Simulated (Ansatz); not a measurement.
System: cubic perovskite KCdF₃. Method: PBE0 (Ansatz, a quantum-chemistry and plane-wave program, plane waves, PAW).

Settings: plane-wave cutoff 460 eV, 6×6×6 k mesh, Fermi–Dirac smearing 0.01 eV, scalar-relativistic PAW data made under PBE.

A third-order Birch–Murnaghan fit to the energies gives V0 = 17.175 Å³/atom, B0 = 60.7 GPa, B′ = 4.8.

```
V (Å³/atom)     P (GPa)
-----------  ----------
16.295       (withheld)
16.724             1.72
17.152             0.08
17.397       (withheld)
18.010       (withheld)
```

Problem. Estimate the withheld pressures from this fit; the answers are the runs' own values.

Solution. 
- 16.295, P (GPa): 3.62
- 17.397, P (GPa): -0.76
- 18.010, P (GPa): -2.57

The formula P = (3/2) B0 (x^(7/3) − x^(5/3)) [1 + (3/4)(B′ − 4)(x^(2/3) − 1)] with x = V0/V meets the computed pressures within 0.01 GPa when these rounded values are put in.

Note: the relaxation could not lower the start's symmetry, so the cell can be a saddle point above a distorted one.

It cost around 20 core-minutes (rough) of CPU time.
